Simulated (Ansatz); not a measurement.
SiC, pressure series

Base system: SiC in the zinc blende structure (space group F-43m, No. 216).

Space group F-43m (No. 216); a = 4.356 Å, b = 4.356 Å, c = 4.356 Å, α = 90.00°, β = 90.00°, γ = 90.00°

```csv
atom,site,symmetry,x,y,z
C,4c,-43m,0.2500,0.2500,0.2500
Si,4a,-43m,0.0000,0.0000,0.0000
```
(The calculation used a cell of 2 atoms; values per cell refer to that cell.)

Cell and atoms are relaxed at each pressure.

Level of theory: r2SCAN in Ansatz (plane waves to 500 eV, PAW, spin-orbit coupling left out).

Two rows of this table had their results exchanged by mistake.

| pressure | volume per atom (Å³) | shortest distance (Å) | band gap |
|---|---|---|---|
| pressure −2 GPa | 10.43 | 1.892 | 1.72 eV |
| pressure −1 GPa | 10.38 | 1.889 | 1.72 eV |
| pressure 0.9 GPa | 10.29 | 1.884 | 1.71 eV |
| pressure 2.1 GPa | 10.24 | 1.881 | 1.71 eV |
| pressure 4.5 GPa | 10.14 | 1.874 | 1.70 eV |
| pressure 9 GPa | 9.50 | 1.834 | 1.65 eV |
| pressure 15 GPa | 9.74 | 1.850 | 1.67 eV |
| pressure 22.5 GPa | 9.96 | 1.863 | 1.69 eV |
| pressure 30 GPa | 9.28 | 1.820 | 1.63 eV |

### Question
Which two?

### Answer
The rows for pressure 9 GPa and pressure 22.5 GPa: the volume has to fall steadily with pressure, so 9.96 Å³ belongs to pressure 9 GPa and 9.50 Å³ to pressure 22.5 GPa.

Load acts through the strain it causes; cell and atoms are relaxed under it. Stability against distortions was not tested. No other phases were tried under pressure.

Ansatz is a quantum-chemistry and plane-wave program.
